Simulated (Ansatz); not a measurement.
System: Hg (R-3m, No. 166, 1 atoms in the cell). Method: r²SCAN (Ansatz, a quantum-chemistry and plane-wave program, plane waves, PAW).

Input:

Ansatz 0.2 input:
```yaml
crystal:
  lattice:
    - [2.2915646189, -1.9727810271, -0.2189753184]
    - [2.2915646189, 1.9727810271, -0.2189753184]
    - [0.8910485892, 0.0, 2.8977777668]
  atoms:
    - { symbol: Hg, position: [0.0, 0.0, 0.0] }
basis:
  ecutwfc: 560
  ecutrho_ratio: 4
  xc_grid: 3
kpoints:
  mp_grid: { grid: [20, 20, 20] }
hamiltonian:
  xc: r2scan
  dispersion: none
  pseudopotentials: { kind: paw }
scf:
  occupations: { method: fermi_dirac, width: 0.05 }
  convergence: { dr2_threshold: 0.0000000001 }
output:
  forces: false
  stress: true
  eigenvalues: true
```

Excerpt of the program's output:

```
Crystal: 1 atoms, lattice volume = 26.970 Å³
Basis set: ecut = 560 eV, 811 PW (Γ), exchange–correlation on 72×72×72 points (27 copies of the dense FFT grid, shifted against one another)
Bands: 14, of which v1, the nominal top of the filled ones, is band 10 counted from 1 (9 counted from 0)
Symmetry: 12 space group operations
Space group: R-3m (ITA 166), of the structure as read, at distance tolerance 3.0e-5 Å
k-points: 781 of 8000
Functional: x = r2scan, c = r2scan; τ floored in thin density (d = 2e-4 eV/Å³)
SCF iter   1: F=—  HF=-13827.828181 eV  |F-HF|=—  |Δ(HF+E_count)|=         —  Δρ=8.14e-3  dr2=1.75e-2  dr2_τ=2.31e-3
SCF iter   2: F=—  HF=-13827.824517 eV  |F-HF|=—  |Δ(HF+E_count)|=   3.66e-3  Δρ=4.11e-3  dr2=4.47e-3  dr2_τ=4.02e-4
  ...
SCF iter   5: F=—  HF=-13827.823485 eV  |F-HF|=—  |Δ(HF+E_count)|=   1.60e-6  Δρ=4.82e-6  dr2=1.93e-9  dr2_τ=9.85e-10
SCF iter   6: F=-13827.823485 eV  HF=-13827.823485 eV  |F-HF|=7.09e-11  |Δ(HF+E_count)|=   5.06e-9  Δρ=6.32e-7  dr2=5.98e-11  dr2_τ=2.32e-11
SCF 1 converged in 6 iterations: F = -13827.823485 eV  dr2 = 5.98e-11
SCF converged after 6 iterations
Free energy (F): -13827.823485 eV
Internal energy: -13827.821089 eV  (E = F + TS)
E sigma→0 (E₀):  -13827.822287 eV
Fermi energy:    12.433559 eV
--- Stress (GPa, compression-positive) ---
       -0.005395      -0.000000      -0.004146
        0.000000       0.003832       0.000000
       -0.004146       0.000000       0.001969
  P = ⅓ Tr σ = 0.0001 GPa (0.001 kbar)
```

The PAW data were made under PBE.
